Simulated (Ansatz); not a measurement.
The starting structures come from a database of crystals and need not be the phases stable at ambient conditions.

Inside the gap of an insulator the Bloch states are evanescent, with a wavenumber k + iκ along the transport direction.

Data:

```yaml
crystal:
  lattice:
    - [6.77066, 0.00000, 0.00000]
    - [0.00000, 6.77066, 0.00000]
    - [3.38533, -3.38533, 5.70104]
  atoms:
    - { symbol: Sr, position: [0.16623, 0.33377, 0.00000] }
    - { symbol: Sr, position: [0.83377, 0.66623, 0.00000] }
    - { symbol: Sr, position: [0.66623, 0.16623, 0.00000] }
    - { symbol: Sr, position: [0.33377, 0.83377, 0.00000] }
    - { symbol: Sr, position: [0.75000, 0.25000, 0.50000] }
    - { symbol: Sr, position: [0.25000, 0.75000, 0.50000] }
    - { symbol: Ga, position: [0.25000, 0.25000, 0.50000] }
    - { symbol: Ga, position: [0.75000, 0.75000, 0.50000] }
    - { symbol: O, position: [0.50350, 0.99650, 0.28906] }
    - { symbol: O, position: [0.49650, 0.00350, 0.71094] }
    - { symbol: O, position: [0.00350, 0.79256, 0.28906] }
    - { symbol: O, position: [0.99650, 0.20744, 0.71094] }
    - { symbol: O, position: [0.20744, 0.29256, 0.28906] }
    - { symbol: O, position: [0.79256, 0.70744, 0.71094] }
    - { symbol: O, position: [0.70744, 0.49650, 0.28906] }
    - { symbol: O, position: [0.29256, 0.50350, 0.71094] }
    - { symbol: F, position: [0.50000, 0.50000, 0.00000] }
    - { symbol: F, position: [0.00000, 0.00000, 0.00000] }
```

Space group of this cell: I4/mcm. The cell is taken as given; by PBEsol its mean pressure is -1.9 GPa.

Transport runs along the normal of the first two printed cell vectors, the (001) plane of the conventional cell.

No gap correction and no spin-orbit coupling; mid-gap values are interpolated between computed energies.

**Question.** Predict the band gap and the smallest decay constant κ at mid-gap from PBEsol (Ansatz, an electronic-structure program).

**Answer.** Gap 3.78 eV on a 6×6×6 mesh; κ = 0.311 1/Å, at the zone centre.
